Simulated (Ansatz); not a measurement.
The reference is ZnS in the wurtzite structure (space group P6_3mc, No. 186; a = 3.7822 Å, c = 6.2077 Å). Axes: x lies along a and z along c of the hexagonal cell.

All numbers come from PBEsol (Ansatz, a first-principles code; PAW; 420 eV plane waves; without spin-orbit coupling).

Base values:

The pressure is 0.00 GPa and the valence-band top at Γ comes out as 0.00, 0.00, -0.09 eV.

One thing is altered: biaxial strain −1.80 %, plane normal [001], relaxed out of plane (Cartesian); in-plane vectors clamped, the third vector and the atoms free.

Question: Estimate the effect on the pressure and valence-band top at Γ.

Answer: The pressure (mean of the normal stresses, compression positive) goes from zero to 1.98 GPa; the valence-band top at Γ (three highest levels, from the VBM) changes from 0.00, 0.00, -0.09 eV to 0.00, 0.00, -0.26 eV.

The levels and masses belong to the bands next to the band gap. Stability against distortions was not tested.
